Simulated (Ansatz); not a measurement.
Cu3N: pressure series

The parent structure is Cu$_{3}$N (space group Pm-3m, No. 221; a = 3.827 Å).

Cell and atoms are relaxed at each pressure.

Calculations: Ansatz (a quantum-chemistry and plane-wave program), PBE, PAW, cutoff 420 eV, no spin-orbit coupling.

```tsv
pressure (GPa)	volume per atom (Å³/atom)
-2	14.264
-1	14.134
0	14.011
0.3	13.975
0.7	?
7.5	13.243
10	13.032
```

Problem. Fit the third-order Birch–Murnaghan form P(V) = (3B₀/2)[(V₀/V)^(7/3) − (V₀/V)^(5/3)]·[1 + (3/4)(B₀′ − 4)((V₀/V)^(2/3) − 1)] (squares taken in P) to the rows shown and predict the withheld row.

Solution. Least squares on the printed values gives V₀ = 14.011 Å³/atom, B₀ = 117 GPa, B₀′ = 4.7; this predicts 13.928 Å³/atom, and the run gives 13.928 Å³/atom, in agreement.

A case with no gap was solved on a k-mesh chosen for an insulator, which is coarse for it. Load acts through the strain it causes; cell and atoms are relaxed under it. Stability against distortions was not tested. No other phases were tried under pressure. The final runs are not spin-polarised.
